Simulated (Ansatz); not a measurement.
Reference: PdIn (Pm-3m), PBEsol, DFPT electron-phonon coupling, linearised Boltzmann equation (plane waves, PAW, scalar-relativistic; Ansatz, an electronic-structure program); geometry: relaxed with this functional, without spin-orbit coupling.

```xyz
2
Lattice="3.2487 0.0000 0.0000 0.0000 3.2487 0.0000 0.0000 0.0000 3.2487" Properties=species:S:1:pos:R:3 pbc="T T T"
In     0.0000     0.0000     0.0000
Pd     1.6243     1.6243     1.6243
```

| Property | Result |
|---|---|
| resistivity at 300 K | 13.0 μΩ·cm |
| mean free path at 300 K | 7.7 nm |

### Question
Replace In by Lu on the same sites and relax. What happens?

### Answer
LuPd (Pm-3m): volume per atom 17.1 to 19.5 Å³; resistivity at 300 K falls (13.0 μΩ·cm to 8.3 μΩ·cm); mean free path at 300 K rises (7.7 nm to 10.6 nm).

### Question
Replace In by Sc on the same sites and relax. What happens?

### Answer
ScPd (Pm-3m): volume per atom 17.1 to 17.5 Å³; resistivity at 300 K stays about the same (13.0 μΩ·cm to 11.9 μΩ·cm); mean free path at 300 K stays about the same (7.7 nm to 7.0 nm).

### Question
Replace Pd by Ca on the same sites and relax. What happens?

### Answer
CaIn (Pm-3m): volume per atom 17.1 to 27.3 Å³; resistivity at 300 K rises (13.0 μΩ·cm to 19.6 μΩ·cm); mean free path at 300 K stays about the same (7.7 nm to 7.0 nm).

Moves up to 12 % count as about the same. Metals; harmonic phonons alone scatter; means over directions. The mean free path is weighted by the current that each state carries. Halving the electron mesh moves these values by up to 8 %; q meshes are mostly untested. Some of the runs warned that the eigensolver left states short of its tolerance. Spin-orbit coupling is left out.

Formula and space group known from diffraction (Crystallography Open Database), not checked to be the room-temperature form: LuPd (Pm-3m), ScPd (Pm-3m). Computed structure with no diffraction record at hand here (it may be known, metastable or hypothetical): CaIn (Pm-3m), PdIn (Pm-3m). The missing spin-orbit coupling matters most for LuPd (Pm-3m).
